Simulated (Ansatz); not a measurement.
## A computed series for BeTe: response to strain

Start from BeTe in the zinc blende structure (space group F-43m, No. 216; a = 5.6635 Å).

Strains are applied to the cell and any free atomic positions relax.

Level of theory: PBE (Ansatz, a quantum-chemistry and plane-wave program), spin-orbit coupling left out.

Candidates:
(a) isotropic strain +1.50 %
(b) isotropic strain −1.00 %
(c) isotropic strain +0.50 %
(d) isotropic strain −2.00 %

For the base:

Band gap: 2.03 eV

Order them by band gap, highest first.

(a) isotropic strain +1.50 % (2.13 eV), (c) isotropic strain +0.50 % (2.06 eV), (b) isotropic strain −1.00 % (1.96 eV), (d) isotropic strain −2.00 % (1.88 eV)

With Te present, leaving out spin-orbit coupling can change the band edges. Stability against distortions was not tested.
